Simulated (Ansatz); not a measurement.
Given:

```xyz
6
Lattice="4.2467 0.0000 0.0000 0.0000 6.0057 0.0000 0.0000 3.0029 3.0029" Properties=species:S:1:pos:R:3 pbc="T T T"
Cu     1.0617     6.0057     1.5014
Cu     3.1850     4.5043     0.0000
Cu     1.0617     3.0029     1.5014
Cu     3.1850     1.5014     0.0000
O      2.1233     3.0029     0.0000
O      0.0000     0.0000     0.0000
```

Space group of this cell: Pn-3m. The cell is taken as given.

The current runs along the normal of the first two printed vectors, the (110) plane. All runs by Ansatz (a program for electronic structure), plane waves and PAW, without spin-orbit coupling; the base is r2SCAN.

```
run                         mean pressure (GPa)  gap (eV)  mid-gap κ (1/Å)
--------------------------  -------------------  --------  ---------------
base                                       -0.1      0.79            0.119
all lengths scaled by 0.98                  8.8         …                …
all lengths scaled by 1.02                 -6.6         …                …
lda in place of r2scan                     -7.4         …                …
pbesol in place of r2scan                  -2.2      0.52            0.090
```

### Question
Complete the blanks.

### Answer

- all lengths scaled by 0.98, gap (eV): 0.94
- all lengths scaled by 0.98, mid-gap κ (1/Å): 0.105
- all lengths scaled by 1.02, gap (eV): 0.66
- all lengths scaled by 1.02, mid-gap κ (1/Å): 0.126
- lda in place of r2scan, gap (eV): 0.56
- lda in place of r2scan, mid-gap κ (1/Å): 0.096
